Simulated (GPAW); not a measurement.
A self-consistent single point of Mo6IrRu (Pm-3, 8 atoms in the cell) with GPAW.

Method: PBEsol, GPAW PAW datasets PBEsol (made by gpaw-setup) (plane waves; GPAW).

```
CELL_PARAMETERS angstrom
      5.07794     0.00000     0.00000
      0.00000     5.07794     0.00000
      0.00000     0.00000     5.07794
ATOMIC_POSITIONS crystal
  Mo 0.00000 0.50000 0.75076
  Mo 0.00000 0.50000 0.24924
  Mo 0.75076 0.00000 0.50000
  Mo 0.24924 0.00000 0.50000
  Mo 0.50000 0.75076 0.00000
  Mo 0.50000 0.24924 0.00000
  Ru 0.00000 0.00000 0.00000
  Ir 0.50000 0.50000 0.50000
```

Reference input (self-consistent single point, DFT LDA (Perdew-Wang 92), plane waves, GPAW PAW datasets LDA (gpaw-data 1.0.1)): mode = pw; ecut = 600 eV; xc = LDA; kpts = 5 5 5; mesh shift (steps) = 0 0 0; occupations.name = methfessel-paxton; occupations.width = 0.272 eV; occupations.order = 0; nbands = -12; convergence.density = 1e-05 e/electron; symmetry.symmorphic = false; symmetry.tolerance = 0.0005. This run's input differs from it in these lines:

```diff
@@ -19,3 +19,3 @@
 calc = GPAW(mode={'name': 'pw', 'ecut': 600},
-            xc='LDA',
+            xc='PBEsol',
             kpts=(5, 5, 5),
```

Its files differ too (potentials: GPAW PAW datasets PBEsol (made by gpaw-setup)).

Output, abridged:

```
     iter     time        total  log10-change:
                         energy   eigst   dens
iter:   1 --:--:--  -100.288135
iter:   2 --:--:--   -98.900213   -0.48  -1.17
iter:   3 --:--:--   -94.887806   -0.53  -1.20
iter:   4 --:--:--   -93.713567   -1.11  -1.37
iter:   5 --:--:--   -92.921915   -0.92  -1.50
iter:   6 --:--:--   -93.084386   -1.41  -1.94
iter:   7 --:--:--   -92.943340   -1.88  -2.00
iter:   8 --:--:--   -92.806772   -2.11  -2.12
iter:   9 --:--:--   -92.803721   -3.32  -2.71
iter:  10 --:--:--   -92.803026c  -3.97  -2.82
iter:  11 --:--:--   -92.804442c  -3.77  -2.90
iter:  12 --:--:--   -92.804685c  -3.31  -3.03
iter:  13 --:--:--   -92.802591c  -4.00  -3.04
iter:  14 --:--:--   -92.802615c  -4.60  -3.46
   [... 6 lines left out ...]
iter:  21 --:--:--   -92.802789c  -6.36  -4.10
iter:  22 --:--:--   -92.802764c  -6.82  -4.30
iter:  23 --:--:--   -92.802752c  -6.87  -4.52
iter:  24 --:--:--   -92.802750c  -7.27  -4.62
iter:  25 --:--:--   -92.802741c  -7.88c -4.74
iter:  26 --:--:--   -92.802737c  -7.27  -4.79
iter:  27 --:--:--   -92.802733c  -7.82c -4.81
iter:  28 --:--:--   -92.802731c  -8.10c -4.98
iter:  29 --:--:--   -92.802727c  -8.36c -5.06c
Converged after 29 iterations.

Dipole moment: (0.000000, 0.000000, 0.000000) |e|*Ang

Energy contributions relative to reference atoms: (reference = -1267978.187972)

Kinetic:       -137.764936
Potential:      +90.622222
External:        +0.000000
XC:             -43.573577
Entropy (-ST):   -0.388360
Local:           -1.892256
SIC:             +0.000000
--------------------------
Free energy:    -92.996907
Extrapolated:   -92.802727

Showing only first 2 kpts
 Kpt  Band  Eigenvalues  Occupancy
  0    55     10.88028    2.00000
  0    56     12.36439    0.25638
  0    57     12.36439    0.25638
  0    58     12.44979    0.11434

  1    55     11.26828    1.99999
  1    56     11.84492    1.88263
  1    57     12.34564    0.29950
  1    58     12.38071    0.22253

Fermi level: 12.14609

No gap
   [... lines left out ...]
  2 Mo    0.02582    0.00000    0.00000
  3 Mo   -0.02582    0.00000    0.00000
  4 Mo   -0.00000    0.02582    0.00000
  5 Mo   -0.00000   -0.02582    0.00000
  6 Ru   -0.00000    0.00000    0.00000
  7 Ir   -0.00000   -0.00000   -0.00000

Stress tensor:
     0.132040     0.000000     0.000000
     0.000000     0.132040     0.000000
     0.000000     0.000000     0.132040
Stress (GPa, Voigt): [21.1551 21.1551 21.1551  0.      0.      0.    ]
```

The run converged in 29 iterations. GPAW prints stress with tension positive. Against the reference run the pressure goes from -25.99 to -21.16 GPa and the largest force goes from 0.035 to 0.026 eV/Å.

The starting cell comes from a database of computed structures (which also holds hypothetical and non-ambient phases and stackings), without a prior relaxation at this level. Its lattice was rescaled by a random factor within 2.5 % of one. Spin polarisation is off. With a pressure of about -21 GPa the cell is away from its equilibrium volume at this level.

Cost on one core of a shared machine: roughly 80 s.
